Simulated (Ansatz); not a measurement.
Worked sum: energy of one form of ZnS over another

This concerns the energy of one form of ZnS over another. The value is E(A) − E(B), in meV per atom.

A: ZnS (P6₃mc), 12 atoms in the cell.
```yaml
crystal:
  lattice:
    - [3.84703, 0.00000, 0.00000]
    - [-1.92351, 3.33162, 0.00000]
    - [0.00000, 0.00000, 18.87314]
  atoms:
    - { symbol: Zn, position: [0.00000, 0.00000, 0.00003] }
    - { symbol: Zn, position: [0.00000, 0.00000, 0.50003] }
    - { symbol: Zn, position: [0.33333, 0.66667, 0.16679] }
    - { symbol: Zn, position: [0.66667, 0.33333, 0.66679] }
    - { symbol: Zn, position: [0.66667, 0.33333, 0.33327] }
    - { symbol: Zn, position: [0.33333, 0.66667, 0.83327] }
    - { symbol: S, position: [0.00000, 0.00000, 0.12511] }
    - { symbol: S, position: [0.00000, 0.00000, 0.62511] }
    - { symbol: S, position: [0.33333, 0.66667, 0.29164] }
    - { symbol: S, position: [0.66667, 0.33333, 0.79164] }
    - { symbol: S, position: [0.66667, 0.33333, 0.45815] }
    - { symbol: S, position: [0.33333, 0.66667, 0.95815] }
```

B: ZnS (zinc blende, F-43m), 2 atoms in the cell. Conventional cell: a = b = c = 5.4435 Å, α = β = γ = 90.00°.

Setting: static, neutral cells in Ansatz (PAW) whose structures rest at the PBE level. Ansatz (a program for electronic structure) runs with its default PAW set. Other levels take these structures. The lattices are those relaxed with PBE, so at other levels the solids can be strained. A dispersion term (D3(BJ), or D4 for r2SCAN) was computed beside these levels and is taken off wherever the name lacks it.

Total energies of the cells in eV, at zero smearing width. They compare only within one column; the weights balance every element.

```tsv
cell	atoms	weight	r2SCAN
A: ZnS (P6₃mc)	12	+1	-25400.64329
B: ZnS (zinc blende)	2	−6	-4233.44177
```

r2SCAN: (-25400.64329) − 6 × (-4233.44177) = 0.007 eV; dividing by 12 atoms gives 1 meV/atom.
